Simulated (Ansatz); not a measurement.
Take an 18-atom supercell of WSi₂ (space group I4/mmm, No. 139; a = 3.229 Å, c = 7.868 Å) at its relaxed geometry as the base.

(Cell as relaxed with PBE.)

Levels (all Ansatz, a program for electronic structure, PAW, earlier PAW set): PBE (420 eV, no spin-orbit coupling); PBEsol (420 eV, scalar-relativistic without spin-orbit coupling).

Each level relaxes its own structure.

Perturbation: one Si atom is replaced by W, atoms relaxed at fixed cell, starting from a slightly rattled geometry.

```json
[
 {"quantity": "pressure", "PBE": "7.2 GPa", "PBEsol": "[?]"},
 {"quantity": "largest displacement of a host atom from its site in the perfect cell", "PBE": "0.04 Å", "PBEsol": "[?]"}
]
```

Question: Given the PBE results, estimate those of PBEsol.

Answer: 
- pressure, PBEsol: 7.4 GPa
- largest displacement of a host atom from its site in the perfect cell, PBEsol: 0.04 Å

The two agree on the largest displacement of a host atom from its site in the perfect cell. Neither level is exact; PBEsol is the comparison here, not a measurement.

The cell is small, so the values are those of an ordered compound at a high defect concentration; dilute-limit values will differ. All final runs are without spin polarisation.
